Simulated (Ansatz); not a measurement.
**Effect of isotropic strain +2.00 % on Sc**

Start from Sc in the hcp (Mg type) structure (space group P6_3/mmc, No. 194; a = 3.275 Å, c = 5.105 Å; relaxed with 0.1 eV smearing).

Perturbation: every lattice vector is stretched by 2.00 %, atoms relaxed at fixed cell.

Computed with Ansatz (a first-principles code), PBEsol, PAW, cutoff 420 eV, without spin-orbit coupling. Γ-centred 20×20×12 mesh, Fermi–Dirac width 0.1 eV.

- Volume per atom: 25.17 Å³ (base 23.71 Å³)
- Space group: P6_3/mmc (No. 194) (base P6_3/mmc (No. 194))
- Shortest interatomic distance: 3.240 Å (base 3.177 Å)
- Energy relative to the base (free energy F): +14 meV/atom
- Band gap: zero (base zero)

Final structure:

```yaml
crystal:
  lattice:
    - [3.34086, 0.00000, 0.00000]
    - [-1.67043, 2.89327, 0.00000]
    - [0.00000, 0.00000, 5.20722]
  atoms:
    - { symbol: Sc, position: [0.66667, 0.33333, 0.25000] }
    - { symbol: Sc, position: [0.33333, 0.66667, 0.75000] }
```

No phonon test of stability was made. All final runs are without spin polarisation.
